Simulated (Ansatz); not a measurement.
Base system: PbSe in the rock salt structure (space group Fm-3m, No. 225; a = 6.178 Å). Axes: x, y, z lie along the cube axes.

All numbers come from Ansatz (a first-principles code) r2SCAN, no spin-orbit coupling.

Now apply this change: tensor shear ε_xy = +1.14 % (engineering shear γ = 0.0228), atoms relaxed at fixed cell.

Task: Predict the stress tensor and what it implies for the stiffness.

Result: Stress of the strained cell less that of the base (GPa, compression positive):
```
   0.00   -0.42    0.00
  -0.42    0.00    0.00
   0.00    0.00   -0.01
```

Then −Δσ/γ with γ = 2ε = 0.0228 gives relaxed-ion elastic constants: C66 ≈ 18 GPa.

No phonon test of stability was made.
